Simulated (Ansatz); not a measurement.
**PBE against r2SCAN: AlRu**

Consider AlRu in the CsCl type structure (space group Pm-3m, No. 221; a = 3.004 Å).

(Cell as relaxed with PBE.)

Levels (all Ansatz, a first-principles code, PAW, earlier PAW set): PBE (420 eV, no spin-orbit coupling); r2SCAN (500 eV, spin-orbit coupling left out).

Each level relaxes its own structure.

```
quantity                  PBE    r2SCAN
-------------------  --------  --------
volume per atom      13.55 Å³  13.27 Å³
lattice parameter a   3.004 Å   2.983 Å
band gap                 zero      zero
```

PBE's volume per atom lies 0.28 Å³ above r2SCAN's (2.1 %); PBE's lattice parameter a lies 0.021 Å above r2SCAN's (0.7 %); the two agree on the band gap. Neither level is exact; r2SCAN is the comparison here, not a measurement.

No phonon test of stability was made. The final runs are not spin-polarised.
